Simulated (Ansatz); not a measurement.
## PBE against r2SCAN: GaSb, isotropic strain +0.85 %

Base system: GaSb in the zinc blende structure (space group F-43m, No. 216; a = 6.2135 Å).

(Cell as relaxed with PBE.)

Levels (all Ansatz, a quantum-chemistry and plane-wave program, PAW): PBE (420 eV, scalar-relativistic without spin-orbit coupling); r2SCAN (500 eV, scalar-relativistic without spin-orbit coupling).

Each level relaxes its own structure.

```csv
base,PBE,r2SCAN
volume per atom,29.99 Å³,28.83 Å³
lattice parameter a,621.4 pm,613.2 pm
band gap,zero,0.41 eV
```

Perturbation: an isotropic linear strain of +0.85 %, atoms relaxed at fixed cell.

```csv
quantity,PBE,r2SCAN
energy relative to the base (free energy F),+2.6 meV/atom,+3.0 meV/atom
pressure,-1.1 GPa,-1.3 GPa
band gap,zero,0.22 eV
```

PBE's energy relative to the base lies 0.4 meV/atom below r2SCAN's; PBE's pressure lies 0.2 GPa above r2SCAN's; they disagree on the band gap. Neither level is exact; r2SCAN is the comparison here, not a measurement.

With Sb present, leaving out spin-orbit coupling can change the band edges. Stability against distortions was not tested. All final runs are without spin polarisation. The zero or small gap of GaSb and GaSb under isotropic strain +0.85 % can change with the level of theory.
